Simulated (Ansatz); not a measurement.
A relaxation of cell and atoms of NiPt (R-3m, 2 atoms in the cell) with Ansatz (a quantum-chemistry and plane-wave program).

Computed with LDA (PW92), default PAW files made with PBE (plane waves; Ansatz).

The change in words: atoms on their sites; basis.ecutwfc: 420 eV → 840 eV; relax: default → cell and atoms. Reference geometry:
```xyz
2
Lattice="1.3468 0.7776 4.2085 -1.3468 0.7776 4.2085 0.0000 -1.5552 4.2085" Properties=species:S:1:pos:R:3 pbc="T T T"
Ni     0.0000     0.0000     0.0500
Pt     0.0000     0.0000     6.3127
```
Moments meant for the start (each program seeds them in its own way; μB, in the order of the atoms Ni Pt): 2.0 0.0.

Reference input (self-consistent single point, DFT, LDA (PW92), plane waves, default PAW files made with PBE): basis.ecutwfc = 420 eV; kpoints.mp_grid.grid = 10 10 10; hamiltonian.xc = lda; hamiltonian.pseudopotentials = {kind: paw} (the program's default PAW files); magnetization.spin_polarized = true; scf.occupations.method = fermi_dirac; scf.occupations.width = 0.1 eV. This run's input differs from it in these lines:

Ansatz 0.2 input:
```diff
@@ -6,6 +6,6 @@
   atoms:
-    - { symbol: Ni, position: [0.00396000, 0.00396000, 0.00396000], spin: 2.0 }
+    - { symbol: Ni, position: [0.00000000, 0.00000000, 0.00000000], spin: 2.0 }
     - { symbol: Pt, position: [0.50000000, 0.50000000, 0.50000000] }
 basis:
-  ecutwfc: 420.0
+  ecutwfc: 840.0
 kpoints:
@@ -23,2 +23,4 @@
     width: 0.1
+relax:
+  cell: {}
 output:
```

Output (repeated stretches shortened):

```
   [... SCF lines of the steps left out ...]
relax step   1: F+E_penalty+E_count = -18018.42778369 eV  Δ(F+E_penalty+E_count) = +0.000e0 eV  max|allowed force component| = 8.415e-29 eV/Å  Δτ_max = 0.0000 Å  P = -9.854 GPa  Ω = 26.445 Å³  (15 SCF iters, dr2 threshold 1.00e-7 eV, accepted)
relax step   2: F+E_penalty+E_count = -18018.45522306 eV  Δ(F+E_penalty+E_count) = -2.744e-2 eV  max|allowed force component| = 3.366e-28 eV/Å  Δτ_max = 0.0000 Å  P = +4.512 GPa  Ω = 24.992 Å³  energy of the carried Pulay correction = +3.546e-5 eV  [...]
   [... lines left out ...]
relax step   5: F+E_penalty+E_count = -18018.46184776 eV  Δ(F+E_penalty+E_count) = -2.208e-5 eV  max|allowed force component| = 8.415e-30 eV/Å  Δτ_max = 0.0000 Å  P = +0.001 GPa  Ω = 25.388 Å³  energy of the carried Pulay correction = +2.580e-5 eV  [...]
relax step   6: F+E_penalty+E_count = -18018.46182095 eV  Δ(F+E_penalty+E_count) = +2.681e-5 eV  max|allowed force component| = 2.301e-30 eV/Å  Δτ_max = 0.0000 Å  P = +0.001 GPa  Ω = 25.388 Å³  stress off target by 4.60e-3 GPa  SCF on the basis [...]
basis re-selected at this cell: Δ(F+E_penalty+E_count) = +2.681e-5 eV, ΔP = +0.000 GPa vs the last step
the relaxation is at rest under the 12 symmetry operations that the run kept from its start: a minimum is not shown …
the relaxation's final electronic state is not compared with the one that a single-point calculation of its input finds at the relaxed geometry …
Magnetization: 0.8050 μB (18.4025 up, 17.5975 down)
   [... lines left out ...]
Absolute magnetization: 0.8565 μB (∫|ρ↑−ρ↓|, with the PAW one-centre terms)
Free energy (F): -18018.461821 eV
Fermi energy:    21.527654 eV
   [... lines left out ...]
  cell:  # Å, volume = 25.3882 Å³
    - [1.330770879110998, 0.7683205975013636, 4.13842420129558]
    - [-1.330770879110998, 0.7683205975013636, 4.13842420129558]
    - [-7.102520282596841e-34, -1.5366421783519781, 4.138424018731449]
  atoms:
    - { symbol: Ni, position: [-1.0169528941760598e-34, -1.0169528941760598e-34, -1.0169522402660102e-34] }
    - { symbol: Pt, position: [0.49999999999999994, 0.49999999999999994, 0.5] }
```

The run converged. 

Summary of the result:
* **Free energy E − TS (on the zero of these files)**: -18018.4618 eV
* **Fermi level (on the code's own zero)**: 21.53 eV
* **Pressure**: 0.00 GPa
* **Size of the cell's spin moment**: 0.81 μB
* **Final cell**: a = 4.4145 Å, b = 4.4145 Å, c = 4.4145 Å, α = 35.09°, β = 35.09°, γ = 35.09°
* **Final volume per atom**: 12.69 Å³
* **Relaxation steps**: 6

The starting cell comes from a database of computed structures (which also holds hypothetical and non-ambient phases and stackings), without a prior relaxation at this level. Its lattice was rescaled by up to half a per cent. With one magnetic atom in the cell only a parallel order is possible. The relaxation keeps the symmetry of its start, so its end need not be a minimum. Ansatz's pressure includes its estimate of the finite-basis (Pulay) stress.

Cost on one core of a shared machine: roughly 2 min.
